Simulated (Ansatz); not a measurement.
Take Ag in the fcc (Cu type) structure (space group Fm-3m, No. 225; a = 4.0009 Å; relaxed with 0.1 eV smearing) as the base. Axes: x, y, z lie along the cube axes.

The values are results of Kohn–Sham DFT with the LDA functional, run in Ansatz (an electronic-structure program) with PAW and 420 eV plane waves, no spin-orbit coupling, not measurements.

Modification: uniaxial strain ε_zz = −2.50 %, all other strain components held at zero, atoms relaxed at fixed cell.

**Question.** Predict the stress tensor and what it implies for the stiffness.

**Answer.** Stress of the strained cell less that of the base (GPa, compression positive):
```
    3.4     0.0     0.0
    0.0     3.4     0.0
    0.0     0.0     4.5
```

Then −Δσ_ii/ε with ε = -0.0250 gives secant stiffness values (nonlinear terms included at this strain): C33 ≈ 182 GPa, C13 ≈ 138 GPa and C23 ≈ 138 GPa.

As a check, the harmonic strain energy −½ V₀ Δσ:ε is 5.7 meV/atom; the computed energy rise is 5.5 meV/atom.

Whether these cells are dynamically stable was not tested.
